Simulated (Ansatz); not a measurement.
**ZnSe: band gap against strain**

ZnSe (zinc blende, F-43m, 23.553 Å³/atom at rest, cube axes along x, y and z) under an equal strain ε along all three axes. PBE in Ansatz, a plane-wave DFT program (PAW, default set), 420 eV, 10×10×10 Γ-centred mesh, Fermi-Dirac smearing 0.05 eV; ions are relaxed within the symmetry of each cell. Gaps are the smallest over the k-mesh and a band path, without spin-orbit coupling; in all rows the valence edge lies at Γ and the conduction edge at Γ.

Here s stands for strain and Eg for gap.

```
strain (%)  gap (eV)
----------  --------
-1.50          1.332
-1.00          1.271
-0.50          1.211
0.00           1.152
0.50           1.094
1.00           1.038
1.50           0.982
3.00               ?
```

Taking a straight line for Eg over the 7 complete rows: Means: s 0, Eg 1.1543. About the means, the sum of products is -0.81650 and the sum of squares of s is 7.0000; the slope is their ratio. Least squares gives Eg = 1.1543 - 0.11664·s. Residuals (row less fit): 0.0027, 0.0001, -0.0016, -0.0023, -0.0020, 0.0003, 0.0027; standard error 0.0023 (degrees of freedom: 5). Over these rows the gap moves by -12 ± 0.09 eV per unit strain, or -3.9 eV per unit of ln V.

Question: What does the fit predict for Eg at s = 3.00, and how far is the calculated value from it?

Answer: Eg = 1.1543 - 0.11664 × 3.0 = 0.8044 eV. The calculation gives 0.820 eV, 0.0156 eV above the prediction (3.0 % of the range of Eg in the table). The row lies outside the fitted rows, so this is an extrapolation. From the scatter of the fitted rows alone, a prediction at this place has a standard error of 0.0036 eV, so the miss is 4.3 times that.

One order more, fitted to all 13 runs of the series, follows each within 0.001, so the miss is the next term of a smooth law. Other structures, which can take over under pressure, weren't tried. Spin-orbit coupling is left out, which can shift this property for ZnSe. Rows are the converged runs of the series near zero and its far end; series whose fitted rows scatter by over a few per cent of the range, as at a crossing or softening among them, aren't shown in this form. Most that stay on the fit to the last digits aren't either.
